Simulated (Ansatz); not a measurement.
**Hypothetical rutile HfS2: pressure 0.7 GPa**

Base system: HfS$_{2}$ in the rutile structure (space group P4_2/mnm, No. 136; a = 6.024 Å, c = 3.652 Å; a hypothetical phase, not in the database extracts checked).

It is then changed as follows: cell and atoms relaxed at a pressure of 0.7 GPa.

Computed with PBEsol (Ansatz, a program for electronic structure, PAW, no spin-orbit coupling). Settings: 6×6×9 k-points, 0.05 eV Fermi–Dirac smearing.

* **Volume per atom**: 21.93 Å³ (base 22.09 Å³)
* **Density**: 6.12 g/cm³ (base 6.08 g/cm³)
* **c/a ratio**: 0.607 (base 0.606)
* **Shortest interatomic distance**: 4.700 bohr (base 4.708 bohr)
* **Enthalpy H = E + PV relative to the base's energy**: +0.10 eV/atom
* **Band gap**: 0.24 eV (base 0.26 eV)
* **Gap character**: indirect, M–Γ (89 % along) → Γ (base indirect, M–Γ (89 % along) → Γ)
* **Smallest direct gap**: 0.26 eV (base 0.28 eV)
* **Electron mass**: 0.21 mₑ along c, 0.23 mₑ across (at Γ) (base 0.21 mₑ along c, 0.23 mₑ across (at Γ))

Spin-orbit coupling, missing from the scalar runs, can matter with Hf. Load acts through the strain it causes; cell and atoms are relaxed under it. Effective masses come from finite differences of ±0.01 Å⁻¹. Whether these cells are dynamically stable was not tested. The zero or small gap of HfS2 can change with the level of theory.
